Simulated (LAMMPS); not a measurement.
Pressure dependence of InP (zinc blende) at 810 K, from the crystal.

Level of theory: classical MD, pair style vashishta, file InP.vashishta (LAMMPS).

```json
[
 {"P (GPa)": "0", "state": "crystal; no diffusion seen in 30 ps", "volume": "26.230 ± 0.002 Å³/atom", "coordination number of In by P": "4.00 (counted to 3.82 Å)"},
 {"P (GPa)": "2", "state": "crystal; no diffusion seen in 30 ps", "volume": "25.332 ± 0.001 Å³/atom", "coordination number of In by P": "4.00 (counted to 3.62 Å)"},
 {"P (GPa)": "5", "state": "crystal; no diffusion seen in 30 ps", "volume": "24.321 ± 0.002 Å³/atom", "coordination number of In by P": "4.00 (counted to 3.38 Å)"}
]
```

Caution (rows 2; 5): a run this short can hold a crystal over, or a liquid under, the potential's own melting point, which these runs don't give.

Estimate the isothermal bulk modulus at zero pressure. A parabola P(ln V) through the three points gives −dP/d ln V = 50 GPa at zero pressure.

States go by the mean squared displacement: a species diffuses where it passes 1.5 Å², still rises and gives D over 1e-6 cm²/s; a crystal has left its structure where atoms lie 0.35 Å off their sites on average or a cubic box changes its shape by 3 %, or the axial ratios of another lie 8 % off the starting cell's, which the potential's own relaxation can also do.

The ± values are statistical; the model's systematic error is not in them.
